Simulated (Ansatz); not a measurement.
**BSi2As (model structure, started from the BC2N type, R3m, No. 160, 4 atoms in the cell)**

Calculation: LDA (Ansatz, an electronic-structure program, plane waves, PAW).

Run with plane-wave cutoff 520 eV, 18×18×18 k mesh, Fermi–Dirac smearing 0.05 eV, scalar-relativistic PAW data made under PBE.

Cell (relaxed at this level):

```
CELL_PARAMETERS angstrom
      1.76429     1.01861     5.97824
     -1.76429     1.01861     5.97824
      0.00000    -2.03723     5.97824
ATOMIC_POSITIONS crystal
  B  0.99451 0.99451 0.99451
  As 0.11050 0.11050 0.11050
  Si 0.50733 0.50733 0.50733
  Si 0.63769 0.63769 0.63769
```

```json
{
 "band_gap": "none",
 "bulk_modulus": "110 GPa"
}
```

Note: the bulk modulus is −V dP/dV from two relaxed cells at ±2 % in volume; the relaxation could raise the start's symmetry but not lower it, so the cell can be a saddle point.

Spin–orbit coupling is not included.

Static lattice: no zero-point or thermal effects.

Cost on a shared machine: very roughly 7 core-minutes.

A model structure was made by putting elements into a prototype or built by hand; it is no filed structure, need not be a known phase, and can be a saddle point held by its symmetry.
